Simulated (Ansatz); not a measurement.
The parent structure is BaHfO₃ in the cubic perovskite structure (space group Pm-3m, No. 221; a = 4.158 Å).

Modification: every lattice vector is stretched by 4.64 %; the atoms relax in the strained cell.

Levels (all Ansatz, a quantum-chemistry and plane-wave program, PAW): PBEsol (420 eV, no SOC); r2SCAN (500 eV, no spin-orbit coupling); HSE06 (420 eV, no spin-orbit coupling).

One geometry, relaxed with PBEsol, under each level:

```json
[
 {"level": "PBEsol", "band gap": "3.30 eV", "lowest conduction level above the VBM at special points": "Γ 3.30 eV; X 3.68 eV; M 5.49 eV; R 5.56 eV", "pressure": "-17.02 GPa"},
 {"level": "r2SCAN", "band gap": "3.89 eV", "lowest conduction level above the VBM at special points": "Γ 3.89 eV; X 4.25 eV; M 6.03 eV; R 6.24 eV", "pressure": "-15.98 GPa"},
 {"level": "HSE06", "band gap": "___", "lowest conduction level above the VBM at special points": "___", "pressure": "–"}
]
```

Question: Give the withheld HSE06 results.

Answer: 
- HSE06, band gap: 4.87 eV
- HSE06, lowest conduction level above the VBM at special points: Γ 4.87 eV; X 5.30 eV; M 7.20 eV

Single points use the geometry relaxed with PBEsol. Their cutoffs differ, which shifts pressures a little. HSE06 was sampled on its mesh, a few special points and the semilocal edge points, so its gap is an upper bound. With Hf present, leaving out spin-orbit coupling can change the band edges. Whether these cells are dynamically stable was not tested. The base started in P4mm and relaxed to Pm-3m at this level.
